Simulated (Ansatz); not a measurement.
## Effect of uniaxial strain ε_yy = +2.79 % on Ti

Start from Ti (space group P6/mmm, No. 191; a = 4.568 Å, c = 2.826 Å; a cell from a computed database, its experimental status unchecked; relaxed with 0.1 eV smearing). Axes: x lies along a and z along c of the hexagonal cell.

The change: uniaxial strain ε_yy = +2.79 %, all other strain components held at zero, atoms relaxed at fixed cell.

Computed with r2SCAN in Ansatz (plane waves to 500 eV, PAW, spin-orbit coupling left out), earlier PAW set. k-mesh 15×15×20 (Γ-centred); smearing 0.1 eV (Fermi–Dirac).

The space group becomes Cmmm (No. 65) (base: P6/mmm (No. 191)) and the shortest interatomic distance rises by 0.0193 Å to 2.657 Å. The energy grows by 8.2 meV/atom and the pressure (mean of the normal stresses, compression positive) goes from zero to -3.0 GPa. The band gap remains zero and the stress (xx, yy, zz, yz, xz, xy; compression positive) comes out as (-2.2, -5.4, -1.3, 0.0, 0.0, 0.0) GPa.

Stability against distortions was not tested. The final runs are not spin-polarised. This is not the structure that Ti has at room temperature and ambient pressure.

Ansatz is a program for electronic structure.
